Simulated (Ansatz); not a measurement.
The starting structures come from a database of crystals and need not be the phases stable at ambient conditions.

Tunnelling through a barrier is set by its complex band structure: the current falls as exp(−2κd) with the smallest κ.

```
CdMoO6Te
1.0
    5.29810     0.00000     0.00000
    0.00000     9.08787     0.00000
    0.00000     0.00000     5.29810
Cd Te Mo O
2 2 2 12
Cartesian
  0.00000   4.54394   0.00000
  2.64905   4.54394   2.64905
  0.00000   2.16502   2.64905
  2.64905   6.92285   0.00000
  0.00000   7.42867   2.64905
  2.64905   1.65920   0.00000
  4.33093   8.47791   3.61622
  3.61622   0.60996   0.96717
  0.96717   8.47791   1.68188
  1.68188   0.60996   4.33093
  1.62043   5.68154   1.02863
  1.02863   3.40633   3.67768
  3.67768   5.68154   4.26948
  4.26948   3.40633   1.62043
  3.79638   2.58319   4.15077
  4.15077   6.50469   1.50172
  1.50172   2.58319   1.14733
  1.14733   6.50469   3.79638
```

Space group of this cell: P-42_1m. The cell was relaxed by PBE-D3(BJ); by r2SCAN its mean pressure is -2.4 GPa.

Transport runs along the normal of the first two printed cell vectors, the (100) plane of the conventional cell.

The gap is the functional's own, uncorrected, and κ follows it; spin-orbit coupling is left out. Mid-gap values are interpolated between the computed energies.

Task: Give the band gap and the smallest decay constant κ at mid-gap that r2SCAN run with Ansatz (a program for electronic structure) yields.

Result: Gap 3.46 eV on a 6×4×6 mesh; κ = 0.404 1/Å, at (0.000, 0.500) of the in-plane reciprocal vectors. At the zone centre, at the nearest computed energy, the slowest state has κ = 0.42 1/Å.
